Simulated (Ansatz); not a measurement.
**Several settings converged on CdAu (P4mm, 2 atoms in the cell)**

```xyz
2
Lattice="3.3509 0.0000 0.0000 0.0000 3.3509 0.0000 0.0000 0.0000 3.3509" Properties=species:S:1:pos:R:3 pbc="T T T"
Cd     0.0000     0.0000     0.0500
Au     1.6754     1.6754     1.6754
```

Base method: LDA (PW92), default PAW files made with PBE (plane waves; Ansatz, a program for electronic structure).

Base settings: basis.ecutwfc = 420 eV; kpoints.mp_grid.grid = 10 10 10; hamiltonian.xc = lda; hamiltonian.pseudopotentials = {kind: paw} (the program's default PAW files); scf.occupations.method = fermi_dirac; scf.occupations.width = 0.1 eV.

The count of work is k-points × plane waves × bands × iterations; it is no time. 

**The cutoff for other potential files**

Level: DFT, LDA (PW92), plane waves, harder PAW files (source: ansatz) made with PBE.

In this ladder: hamiltonian.pseudopotentials = {kind: paw, source: ansatz}.

The second cell is the first with its lattice scaled by 0.98.

The mesh stays at the base's, so the ladder's end is converged at best in this setting alone.

The first pressure column holds Ansatz's estimate of the finite-basis (Pulay) stress, which hides part of the cutoff error; the other is without it.

Only quantities that move along the ladder and can be compared are tabulated.

| basis.ecutwfc | free energy less the last step's (meV/atom) | energy of the compressed cell less the first (meV/atom) | pressure (GPa) | pressure without the Pulay estimate (GPa) | largest difference of a force vector from the last step's (eV/Å) | count of work / last |
|---|---|---|---|---|---|---|
| 280 eV | 8723.83 | -18.64 | -9.10 | -371.74 | 0.153 | 0.10 |
| 340 eV | 1736.31 | -26.97 | -8.51 | -100.75 | 0.026 | 0.14 |
| 430 eV | 127.03 | -26.50 | -6.96 | -16.53 | 0.001 | 0.20 |
| 525 eV | 6.26 | -26.90 | -7.01 | -7.59 | 0.000 | 0.27 |
| 615 eV | 1.20 | -26.88 | -7.00 | -7.03 | 0.000 | 0.35 |
| 740 eV | 0.56 | -26.88 | -7.00 | -7.03 | 0.000 | 0.47 |
| 925 eV | 0.16 | -26.88 | -7.01 | -7.01 | 0.000 | 0.66 |
| 1235 eV | 0.00 | -26.88 | -7.01 | -7.01 | 0.000 | 1.0 |

Coarsest basis.ecutwfc that holds the energy of the compressed cell less the first within 0.2 meV/atom of the last step, with all finer ones: 525 eV, at 0.27 of the last step's count of work; the step before is off by 0.38 meV/atom.

Coarsest basis.ecutwfc that holds the free energy within 1 meV/atom of the last step, with all finer ones: 740 eV; the step before is off by 1.2 meV/atom.

Coarsest basis.ecutwfc that holds the forces within 0.02 eV/Å of the last step, with all finer ones: 430 eV, at 0.20 of the last step's count of work; the step before is off by 0.026 eV/Å.

The energy difference between the two cells stays within 1 meV/atom of the last step's from 340 eV on, the total only from 740 eV on: much of the error is common to both cells and cancels.

At the lowest cutoff the pressure without the Pulay estimate lies 365 GPa under the last step's, the usual sign of Pulay stress in an incomplete plane-wave basis.

**The relaxed cell against the cutoff**

On CdAu (Pm-3m, 2 atoms in the cell): atoms on their sites.

In this ladder: relax = cell and atoms.

The mesh stays at the base's, so the ladder's end is converged at best in this setting alone.

Only quantities that move along the ladder and can be compared are tabulated.

```csv
basis.ecutwfc,relaxed volume (Å³/atom),relaxation steps
250 eV,18.217,25
295 eV,17.627,14
355 eV,17.643,8
420 eV,17.641,6
505 eV,17.641,6
630 eV,17.641,6
840 eV,17.640,6
```

Coarsest basis.ecutwfc that holds the relaxed volume within 0.088 Å³/atom of the last step, with all finer ones: 295 eV; the step before is off by 0.58 Å³/atom.

At the lowest cutoff the cell relaxes to a volume 3.3 % larger than at the highest. Ansatz relaxes on a stress corrected for the finite basis.

On the base run: the starting cell comes from a database of computed structures (which also holds hypothetical and non-ambient phases and stackings), without a prior relaxation at this level. Its lattice was rescaled by up to half a per cent. One atom was moved a little off its site on purpose.

Left out of this page: 1 run of the series failed or unconverged.

Keys are those of Ansatz 0.2.
